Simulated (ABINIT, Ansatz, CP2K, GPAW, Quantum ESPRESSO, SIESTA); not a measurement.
## LiAg₃ (Pm-3m, 4 atoms in the cell) computed with different codes at matched settings

Self-consistent single point.

```xyz
4
Lattice="4.0334 0.0000 0.0000 0.0000 4.0334 0.0000 0.0000 0.0000 4.0334" Properties=species:S:1:pos:R:3 pbc="T T T"
Li     0.0000     0.0000     0.0000
Ag     0.0000     2.0167     2.0167
Ag     2.0167     0.0000     2.0167
Ag     2.0167     2.0167     0.0000
```

Shared settings, as Ansatz (a program for electronic structure) writes them: kpoints.mp_grid.grid = 8 8 8; scf.occupations.method = fermi_dirac; scf.occupations.width = 0.05 eV. Potentials and cutoffs stand in the table.

```
code                                                                                                                                 model  pressure (GPa)       cutoff
----------------  ------------------------------------------------------------------------------------------------------------------------  --------------  -----------
GPAW                                                                         LDA (Perdew-Wang 92), GPAW PAW datasets LDA (gpaw-data 1.0.1)           -5.78       600 eV
SIESTA            LDA PW92, numerical atomic orbitals DZP, PseudoDojo LDA standard norm-conserving potentials (rewritten from UPF to PSML)           -6.40  grid 400 Ry
Quantum ESPRESSO                                                                       LDA (PZ), GBRV 1.5 ultrasoft (LDA) pseudopotentials           -7.26        40 Ry
Ansatz                                                                                                 LDA (PW92), PAW files made with PBE           -5.96       420 eV
ABINIT                                                     LDA (PW92), norm-conserving pseudopotentials (PseudoDojo nc-sr-04 LDA standard)           -5.97      1170 eV
CP2K                                                   LDA (Pade form), GPW, DZVP-MOLOPT-PBE-GTH basis, GTH-PBE potentials (POTENTIAL_UZH)           -4.09  grid 500 Ry
```

The spread over the programs that give each value: pressure within 3.17 GPa.

SIESTA and CP2K use small atom-centred bases, whose incompleteness enters pressures, forces and empty levels differently from a plane-wave cutoff. Ansatz's pressure is given at a fixed set of plane waves, as the other plane-wave codes print theirs; with its correction for the finite basis it is -5.92 GPa. The same LDA comes in different parametrisations, which differ slightly. In the pressure, Quantum ESPRESSO (by 1.29) and CP2K (by 1.87) lie more than 1 GPa from the median of the plane-wave programs.

The starting cell comes from a database of computed structures (which also holds hypothetical and non-ambient phases and stackings), without a prior relaxation at this level. Its lattice was rescaled by a random factor within 2.5 % of one.

Left out of this page: Elk (not drawn, or without a comparable value); FLEUR (with a known weakness of the program).

Keys are those of Ansatz 0.2.
